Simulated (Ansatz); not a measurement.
Formation energy of the localised charge states of Zn on the Ga site (Zn_Ga) in beta Ga2O3 (start: the Ga(2) site; 120-site cell, 2×2×2 shifted sampling) against the Fermi level, O-rich (Δμ(Ga) = -4.56 eV, Δμ(Zn) = -2.85 eV, bounded by wurtzite ZnO; only phases computed here count, gases as isolated molecules at 0 K). All values below come from PBE, PAW (plane waves to 420 eV; Ansatz, a program for electronic structure).

Charges with a result: +1, 0, −1. Others weren't obtained, and one of them could lie lower, also by skipping a charge.

Details: 120-site cell; 2×2×2 shifted k-points; host gap 2.01 eV; charged states image-corrected; finite-size errors of tenths of an eV; flagged in the runs: a host whose relaxation on this sampling wasn't shown to rest.

Left out: charge +1 (carrier in host band states).

| E_F − E_VBM (eV) | q = 0 | q = −1 |
|---|---|---|
| 0.00 | 1.28 | 1.53 |
| 0.25 | 1.28 | 1.28 |
| 0.50 | 1.28 | 1.03 |
| 0.75 | 1.28 | 0.78 |
| 1.00 | 1.28 | 0.53 |
| 1.26 | 1.28 | 0.28 |
| 1.51 | 1.28 | 0.02 |
| 1.76 | 1.28 | -0.23 |
| 2.01 | 1.28 | -0.48 |

Crossings of the lowest lines: (0/−1) at 0.25 eV.
